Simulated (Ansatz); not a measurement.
SrGa₂ (P6/mmm), PBEsol, DFPT electron-phonon coupling, linearised Boltzmann equation in Ansatz (an electronic-structure program): phonon-limited resistivity 24.2 μΩ·cm at 300 K along x (a = (4.29, 0.00, 0.00) Å; b = (-2.15, 3.72, 0.00) Å; c = (0.00, 0.00, 4.71) Å), current-weighted mean free path 7.2 nm, Drude plasma energy 4.39 eV.

Problem. What is the classical skin depth at 100 GHz (nonmagnetic, μ₀ = 1.257×10⁻⁶ H/m)?

Solution. δ = √(ρ/(π f μ₀)) = 783 nm.

Problem. What Drude relaxation time do resistivity and plasma energy imply?

Solution. ω_p = 6.67e15 s⁻¹, so τ = 1/(ε₀ ω_p² ρ) = 10.5 fs, a damping ħ/τ of 62.7 meV.

Problem. Estimate the resistivity of a 20 nm square wire with diffuse walls from ρ ≈ ρ₀(1 + 3ℓ/4d).

Solution. 1 + 0.75 × 7.2/20 = 1.27, so ρ ≈ 30.7 μΩ·cm and a line 1 μm long has 768 Ω. The formula is the free-electron limit for d well above ℓ; grain boundaries add to it.

A metal at this level (no band gap). Only scattering by harmonic phonons is included (no impurities, grain boundaries, electron-electron scattering or thermal expansion). Spin-orbit coupling is left out. Halving the electron mesh (24x24x20) moves the resistivity by up to 5 % at 300 K, the mean free path by up to 5 %. Smearing 0.20 eV; phonons on a 4x4x3 q mesh, which this run doesn't test.

Computed structure with no diffraction record at hand here (it may be known, metastable or hypothetical): SrGa2 (P6/mmm).
